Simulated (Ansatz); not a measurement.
Base system: NiO in the rock salt structure (space group Fm-3m, No. 225; a = 4.213 Å; ferromagnetic; relaxed with 0.1 eV smearing). Axes: x, y, z lie along the cube axes.

Computed with PBE (Ansatz, a quantum-chemistry and plane-wave program; PAW; 420 eV plane waves; scalar-relativistic without spin-orbit coupling).

One thing is altered: the cell is scaled by 0.9789 in all directions; the atoms relax in the strained cell.

Question: Predict the stress tensor and what it implies for the stiffness.

Answer: Stress of the strained cell less that of the base (GPa, compression positive):
```
   12.3     0.0     0.0
    0.0    12.3     0.0
    0.0     0.0    12.3
```

Then B = −ΔP/(ΔV/V₀) with ΔV/V₀ = -0.0620 gives secant stiffness values (nonlinear terms included at this strain): B ≈ 198 GPa.

As a check, the harmonic strain energy −½ V₀ Δσ:ε is 23 meV/atom; the computed energy rise is 21 meV/atom.

No phonon test of stability was made. No Hubbard U is applied and the magnetic state is the run's own (NiO ferromagnetic); other magnetic orders, which need larger cells, were not tried and can change the gap. In its common phase, real NiO is an antiferromagnetic insulator at low temperature.
